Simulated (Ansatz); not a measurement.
The reference is MgTe in the wurtzite structure (space group P6_3mc, No. 186; a = 4.561 Å, c = 7.412 Å). Axes: x lies along a and z along c of the hexagonal cell.

All numbers come from Ansatz (an electronic-structure program) PBEsol, scalar-relativistic without spin-orbit coupling.

Before the change:

```
Property                               Value
---------------------  ---------------------
Gap character                    direct at Γ
Band gap                             2.39 eV
Valence-band top at Γ  0.00, -0.02, -0.02 eV
```

One thing is altered: a pure shear with ε_xz = ε_zx = 0.0100; the atoms relax in the strained cell.

### Question
What does the calculation give for the gap character after the change?

### Answer
The gap character remains direct at Γ.

### Question
What happens to the energy relative to the base?

### Answer
The energy rises by 0.4 meV/atom.

### Question
Predict the new band gap.

### Answer
The band gap falls by 0.035 eV (2.39 eV → 2.35 eV).

### Question
What happens to the valence-band top at Γ?

### Answer
The valence-band top at Γ (three highest levels, from the VBM) changes from 0.00, -0.02, -0.02 eV to 0.00, -0.05, -0.08 eV.

With Te present, leaving out spin-orbit coupling can change the band edges. Stability against distortions was not tested. Labels are those of the standard path for the cell's own space group.
